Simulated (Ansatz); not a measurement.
Take AlN in the wurtzite structure (space group P6_3mc, No. 186; a = 3.114 Å, c = 4.984 Å) as the base.

Levels (all Ansatz, a quantum-chemistry and plane-wave program, PAW): PBEsol (420 eV, scalar-relativistic without spin-orbit coupling); PBEsol+SOC (420 eV, with spin-orbit coupling).

The geometry is relaxed with PBEsol.

| Quantity | Result |
|---|---|
| PBEsol gap character | direct at Γ |
| PBEsol lowest conduction level above the VBM at special points | Γ 4.09 eV; K 4.89 eV; L 5.17 eV; M 5.67 eV |
| PBEsol valence-band top at Γ | 0.00, -0.22, -0.22 eV |

Q: How does going to PBEsol+SOC change the gap character, lowest conduction level above the VBM at special points and valence-band top at Γ?

A: The gap character stays direct at Γ; the lowest conduction level above the VBM at special points is still Γ 4.09 eV; K 4.89 eV; L 5.17 eV; M 5.67 eV; the valence-band top at Γ (three highest Kramers pairs, from the VBM) changes from 0.00, -0.22, -0.22 eV to 0.00, -0.22, -0.23 eV.

Single points use the geometry relaxed with PBEsol. The spin-orbit shifts are approximate. Stability against distortions was not tested.
